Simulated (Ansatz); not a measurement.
Rh: response to strain

Start from Rh in the fcc (Cu type) structure (space group Fm-3m, No. 225; a = 3.755 Å; relaxed with 0.1 eV smearing). Axes: x, y, z lie along the cube axes.

Strains are applied to the cell and any free atomic positions relax; under biaxial strain the out-of-plane vector relaxes too.

Computed with LDA (Ansatz, an electronic-structure program; PAW; 420 eV plane waves; no SOC).

Notes on the quantities. energy relative to the base: free energy F.

```csv
"biaxial strain, plane normal [111], relaxed out of plane (%)",energy relative to the base (meV/atom)
0,0.0
0.42,?
0.83,3.8
1.25,8.4
1.67,14.7
2.08,22.5
2.5,32.0
```

Problem. Fit ΔE = Aε² + Bε³ (ε in %) to the rows shown and predict the withheld row.

Solution. Least squares on the printed values gives A = 5.61 and B = -0.20 meV/atom (largest residual 0.0 meV/atom); this predicts 1.0 meV/atom, and the run gives 1.0 meV/atom, in agreement.

Stability against distortions was not tested. All final runs are without spin polarisation. Rh lies near a magnetic instability that expansion can trigger; it was not tested.
